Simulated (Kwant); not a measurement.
Model system: wire with a side stub in a Ge (holes) two-dimensional gas. Effective mass 0.06 mₑ, grid spacing 5 nm, hard walls, nominal width 100 nm (19 grid rows, so walls 100 nm apart), one parabolic valley, scattering region 300 nm long along x; energies count from the band bottom; Fermi energy swept from 0.00050137 to 0.0059538 eV. Closed stub on one side, 91 nm wide and 120 nm deep.

Constants are typed, rounded textbook-type inputs, not results; the design itself was drawn at random and stands for no fabricated device.

Kwant, effective-mass tight-binding model on a square grid, one spin, coherent transport at 0 K. Conductance is in e²/h.

### Question
How many channels do the leads carry at E = 3.85, 4.44 meV?

### Answer
The hard-wall thresholds are n² ħ²π²/(2mW²) = n² × 0.627 meV with W = 100 nm. √(3.85/0.627) = 2.48, so 2. √(4.44/0.627) = 2.66, so 2.
